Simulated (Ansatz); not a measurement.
Ansatz (a program for electronic structure) run on PbSe₂O₅ (P2_1/c, 32 atoms in the cell): self-consistent single point.

Level of theory: PBEsol, default PAW files made with PBE (plane waves; Ansatz).

Input as run:

Ansatz 0.2 input:
```yaml
# PbSe2O5
crystal:
  lattice:
    - [4.67438000, 0.00000000, 0.00000000]
    - [0.00000000, 9.83845600, 0.00000000]
    - [-4.60510300, 0.00000000, 12.02791500]
  atoms:
    - { symbol: Pb, position_ang: [0.98032305, 9.41491047, 4.15732854] }
    - { symbol: Pb, position_ang: [1.39150545, 4.49568247, 1.85662896] }
    - { symbol: Pb, position_ang: [-0.91104605, 0.42354553, 7.87058646] }
    - { symbol: Pb, position_ang: [-1.32222845, 5.34277353, 10.17128604] }
    - { symbol: Se, position_ang: [-1.25079047, 6.35072335, 5.04450755] }
    - { symbol: Se, position_ang: [3.62261897, 1.43149535, 0.96944995] }
    - { symbol: Se, position_ang: [1.32006747, 3.48773265, 6.98340745] }
    - { symbol: Se, position_ang: [-3.55334197, 8.40696065, 11.05846505] }
    - { symbol: Se, position_ang: [1.41578579, 7.38179354, 7.37070631] }
    - { symbol: Se, position_ang: [-3.64906029, 2.46256554, 10.67116619] }
    - { symbol: Se, position_ang: [-1.34650879, 2.45666246, 4.65720869] }
    - { symbol: Se, position_ang: [3.71833729, 7.37589046, 1.35674881] }
    - { symbol: O, position_ang: [3.08770289, 5.34228161, 3.69978665] }
    - { symbol: O, position_ang: [-0.71587439, 0.42305361, 2.31417085] }
    - { symbol: O, position_ang: [-3.01842589, 4.49617439, 8.32812835] }
    - { symbol: O, position_ang: [0.78515139, 9.41540239, 9.71374415] }
    - { symbol: O, position_ang: [-1.11061595, 7.93963399, 4.38537781] }
    - { symbol: O, position_ang: [3.48244445, 3.02040599, 1.62857969] }
    - { symbol: O, position_ang: [1.17989295, 1.89882201, 7.64253719] }
    - { symbol: O, position_ang: [-3.41316745, 6.81805001, 10.39933531] }
    - { symbol: O, position_ang: [1.64567159, 6.46386559, 5.73130150] }
    - { symbol: O, position_ang: [0.72615691, 1.54463759, 0.28265600] }
    - { symbol: O, position_ang: [-1.57639459, 3.37459041, 6.29661350] }
    - { symbol: O, position_ang: [-0.65687991, 8.29381841, 11.74525900] }
    - { symbol: O, position_ang: [-1.63280912, 7.55593421, 7.86385083] }
    - { symbol: O, position_ang: [-0.60046538, 2.63670621, 10.17802167] }
    - { symbol: O, position_ang: [1.70208612, 2.28252179, 4.16406417] }
    - { symbol: O, position_ang: [0.66974238, 7.20174979, 1.84989333] }
    - { symbol: O, position_ang: [1.02961820, 8.95299496, 6.71037378] }
    - { symbol: O, position_ang: [-3.26289270, 4.03376696, 11.33149872] }
    - { symbol: O, position_ang: [-0.96034120, 0.88546104, 5.31754122] }
    - { symbol: O, position_ang: [3.33216970, 5.80468904, 0.69641628] }
kpoints:
  mp_grid: { grid: [3, 2, 2] }
hamiltonian:
  xc: pbesol
  pseudopotentials: { kind: paw }
scf:
  occupations: { method: fermi_dirac, width: 0.05 }
output:
  forces: true
  eigenvalues: true
  stress: true
```

The program printed (abridged):

```
SCF iter   1: F=—  HF=-101609.050783 eV  |F-HF|=—  |Δ(HF+E_count)|=         —  Δρ=1.21e-2  dr2=6.87e-1  ethr=1.77e-3  ⟨swp⟩=5.9  Hψ=5914  notcnv=0  defer=10
all-band conjugate gradients solve this SCF's bands
preconditioner: auto → Resta (q_TF=auto, 2.469 Å⁻¹)
SCF iter   2: F=—  HF=-101608.899849 eV  |F-HF|=—  |Δ(HF+E_count)|=   1.51e-1  Δρ=3.39e-3  dr2=4.92e-2  ethr=2.26e-4  ⟨swp⟩=2.0  Hψ=2572  notcnv=0  defer=212
   [... lines left out ...]
SCF iter   7: F=—  HF=-101608.892093 eV  |F-HF|=—  |Δ(HF+E_count)|=   3.30e-4  Δρ=2.55e-5  dr2=3.36e-6  ethr=8.19e-9  ⟨swp⟩=2.0  Hψ=1911  notcnv=0  defer=212
SCF iter   8: F=—  HF=-101608.892095 eV  |F-HF|=—  |Δ(HF+E_count)|=   2.11e-6  Δρ=1.59e-5  dr2=1.29e-6  ethr=1.11e-9  ⟨swp⟩=2.0  Hψ=2154  notcnv=0  defer=212
SCF iter   9: F=—  HF=-101608.892096 eV  |F-HF|=—  |Δ(HF+E_count)|=   3.49e-7  Δρ=4.54e-6  dr2=1.18e-7  ethr=4.24e-10  ⟨swp⟩=2.0  Hψ=1762  notcnv=0  defer=212
SCF iter  10: F=-101608.892096 eV  HF=-101608.892096 eV  |F-HF|=5.64e-8  |Δ(HF+E_count)|=   1.18e-7  Δρ=3.92e-6  dr2=8.49e-8  ethr=3.29e-11  ⟨swp⟩=9.2  Hψ=6513  notcnv=0
SCF 1 converged in 10 iterations: F = -101608.892096 eV  dr2 = 8.49e-8
Free energy (F): -101608.892096 eV
Internal energy: -101608.892096 eV  (E = F + TS)
E sigma→0 (E₀):  -101608.892096 eV
Fermi energy:    6.420444 eV
--- Forces (eV/Å), atoms counted from 1 ---
  atom   1  Pb    -0.48143592     0.13451016     0.39635206
  atom   2  Pb     0.48143592     0.13451016    -0.39635206
  atom   3  Pb     0.48143592    -0.13451016    -0.39635206
  atom   4  Pb    -0.48143592    -0.13451016     0.39635206
  atom   5  Se    -0.62870892     0.42394096    -1.25073555
   [... 23 lines left out ...]
  atom  29  O      0.05208715    -0.58719260     0.18095000
  atom  30  O     -0.05208715    -0.58719260    -0.18095000
  atom  31  O     -0.05208715     0.58719260    -0.18095000
  atom  32  O      0.05208715     0.58719260     0.18095000
--- Stress (GPa, compression-positive) ---
       -7.185030       0.000000      -0.536462
        0.000000      -8.336013       0.000000
       -0.536463       0.000000      -6.558737
  P = ⅓ Tr σ = -7.3599 GPa (-73.599 kbar)
  The stress holds the Pulay correction. Without it, at fixed plane waves, as pw.x and ABINIT print it: P = -7.8332 GPa
```

The run converged in 10 iterations. For comparison: a first run was changed to give this one (lattice scaled by 1.015), and from it to this one the free energy goes up by 26.3 meV/atom, the pressure goes from -3.64 to -7.36 GPa, the largest force goes from 0.540 to 1.463 eV/Å and the gap on the mesh goes from 3.354 to 3.228 eV.

The starting cell comes from a database of published, mostly measured structures (it also holds non-ambient and calculated ones), without a prior relaxation at this level. Its lattice was rescaled by a random factor within 2.5 % of one. For this run, on top of that: lattice scaled by 1.015. Spin-orbit coupling is off. Forces in this geometry exceed 1 eV/Å. Ansatz's pressure includes its estimate of the finite-basis (Pulay) stress.

Cost on one core of a shared machine: roughly 50 s.
